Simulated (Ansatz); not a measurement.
The starting structures come from a database of crystals and need not be the phases stable at ambient conditions.

By PBEsol, the system below comes out a metal.

Without scattering a metal conducts by its projected Fermi surface.

Input:

```yaml
crystal:
  lattice:
    - [3.27275, 0.00000, 0.00000]
    - [0.00000, 5.88948, 0.00000]
    - [1.63637, -2.94474, 2.85640]
  atoms:
    - { symbol: In, position: [0.25000, 0.50000, 0.00000] }
    - { symbol: Sb, position: [0.00000, 0.00000, 0.00000] }
```

Space group of this cell: Imm2. The cell is strained (lengths along the current scaled by 0.97, ions clamped); by PBEsol its mean pressure is -1.3 GPa.

The current flows along the normal of the first two printed cell vectors. No spin-orbit coupling; the value is a mean over 0.1 eV about the Fermi level.

Question: Estimate the ballistic conductance per area that PBEsol in Ansatz (a quantum-chemistry and plane-wave program) returns for this system.

Answer: 0.60 × 10¹⁵ S/m² for both spins.
